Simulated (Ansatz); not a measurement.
Functionals compared on H2O on the (000-1) surface of 4H silicon carbide (H on every top atom; a constructed slab, bottom: 1 H on 1 bottom sites), one in a cell of 33 Å², started at the site 'bridge H-H (span 3.1 Å)', in Ansatz (plane waves, PAW). The structure was relaxed with PBE; the other rows are single points on it, each with its references at the same level. Cutoff 420 eV (500 eV for r2SCAN). HSE06 used the coarser mesh 3x3x1.

Host crystal: 4H silicon carbide, with a band gap (PBE, scalar-relativistic without spin-orbit coupling).

Model: 43-atom slab, 10.8 Å thick at the start with caps and adatoms under the adsorbate (thin: gaps and levels are the slab's own), 4x4x1 mesh, Fermi-Dirac 0.01 eV, dipole correction, 20 atoms held, the rest relaxed; no symmetry held; no spin, no spin-orbit, no U, no dispersion correction. At the end no host atom lies within bonding distance. In PBE it is, or lies within 0.03 eV of, the lowest of the starts that converged. These notes are the PBE run's. Adsorption energies are against H2O(g). A negative adsorption energy means that the adsorbate is more stable on the surface than in its reference.

| functional | adsorption energy (eV) | rough cost of the single point |
|---|---|---|
| PBE | -0.06 | – |
| RPBE | -0.02 | roughly 2.0 core-minutes |
| r2SCAN | -0.08 | around 3 core-minutes (rough) |
| HSE06 | … | roughly 40 core-minutes |

Problem. Some entries are withheld; supply them.

Solution. 
- HSE06, adsorption energy (eV): -0.05

Ansatz is a first-principles code.
